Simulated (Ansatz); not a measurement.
## C11b WSi₂: bulk modulus B0 by level of theory

No measured value is used here.

| level (code) | value (GPa) | cell (Å³/atom) |
|---|---|---|
| LDA (Ansatz) | 238 | 13.14 |
| BLYP (Ansatz) | 182 | 14.30 |
| PBE (Ansatz) | ___ | 13.67 |
| PBEsol-D3(BJ) (Ansatz) | ___ | 12.98 |
| r²SCAN (Ansatz) | 232 | 13.42 |
| r²SCAN+SOC (Ansatz) | 232 | 13.41 |
| r²SCAN-D4 (Ansatz) | 238 | 13.31 |

Q: Some entries are withheld; supply them.

A: 
- PBE (Ansatz, a first-principles code), value (GPa): 217
- PBEsol-D3(BJ) (Ansatz), value (GPa): 248

Density-functional levels without +SOC have no spin–orbit coupling. Each level is taken at its own relaxed cell. Cutoffs differ between the levels. Ansatz's density-functional and Hartree–Fock values are scalar-relativistic unless marked +SOC, with PAW data made under PBE.
